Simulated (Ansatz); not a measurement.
**SrTiO3, response to strain**

Consider SrTiO₃ in the cubic perovskite structure (space group Pm-3m, No. 221).

```
SrTiO3
1.0
    3.85418     0.00000     0.00000
    0.00000     3.85418     0.00000
    0.00000     0.00000     3.85418
Sr Ti O
1 1 3
Cartesian
  0.00000   0.00000   0.00000
  1.92709   1.92709   1.92709
  1.92709   0.00000   1.92709
  0.00000   1.92709   1.92709
  1.92709   1.92709   0.00000
```

Cartesian axes are those of the cell as printed.

Strains are applied to the cell and any free atomic positions relax; under biaxial strain the out-of-plane vector relaxes too.

All numbers come from plane-wave PAW DFT at the LDA level (Ansatz, a program for electronic structure, 420 eV), spin-orbit coupling left out.

Candidates:
(a) biaxial strain −2.50 %, plane normal [111], relaxed out of plane
(b) biaxial strain −0.50 %, plane normal [111], relaxed out of plane
(c) biaxial strain −1.00 %, plane normal [111], relaxed out of plane

Question: Order them by out-of-plane strain, lowest first.

Answer: (b) biaxial strain −0.50 %, plane normal [111], relaxed out of plane (+0.34 %), (c) biaxial strain −1.00 %, plane normal [111], relaxed out of plane (+0.70 %), (a) biaxial strain −2.50 %, plane normal [111], relaxed out of plane (+1.81 %)

Stability against distortions was not tested. The final runs are not spin-polarised. Many cubic perovskites are stable only at high temperature; tilts and polar distortions were not tested.
